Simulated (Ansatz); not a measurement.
Base system: ZrO$_{2}$ (space group P4_2/nmc, No. 137).

```xyz
6
Lattice="3.6013 0.0000 0.0000 0.0000 3.6013 0.0000 0.0000 0.0000 5.2281" Properties=species:S:1:pos:R:3 pbc="T T T"
Zr     0.0000     0.0000     0.0000
Zr     1.8007     1.8007     2.6140
O      0.0000     1.8007     1.0288
O      0.0000     1.8007     3.6429
O      1.8007     0.0000     1.5852
O      1.8007     0.0000     4.1992
```

All numbers come from DFT with r2SCAN, PAW potentials and a 500 eV plane-wave cutoff in Ansatz (a quantum-chemistry and plane-wave program), scalar-relativistic without spin-orbit coupling.

One change was made to it. Results:

The electron mass changes from 2.2 mₑ along c, 0.63 mₑ across (at Γ) to 2.0 mₑ along c, 0.60 mₑ across (at Γ); the lattice parameter a drops by 0.064 Å to 3.537 Å.

Problem. Name the change that was made.
(A) pressure 4.5 GPa
(B) pressure 30 GPa
(C) pressure −1 GPa
(D) pressure 2.1 GPa
(E) pressure 15 GPa

Solution. E, pressure 15 GPa. For comparison, the electron mass in the other runs: pressure 30 GPa gives 1.9 mₑ along c, 0.57 mₑ across (at Γ); pressure −1 GPa gives 2.2 mₑ along c, 0.63 mₑ across (at Γ); pressure 4.5 GPa gives 2.1 mₑ along c, 0.62 mₑ across (at Γ); pressure 2.1 GPa gives 2.2 mₑ along c, 0.63 mₑ across (at Γ).

The levels and masses belong to the bands next to the band gap. Load acts through the strain it causes; cell and atoms are relaxed under it. Effective masses come from finite differences of ±0.01 Å⁻¹. No phonon test of stability was made. Competing high-pressure phases were not computed. This is not the structure that ZrO2 has at room temperature and ambient pressure.
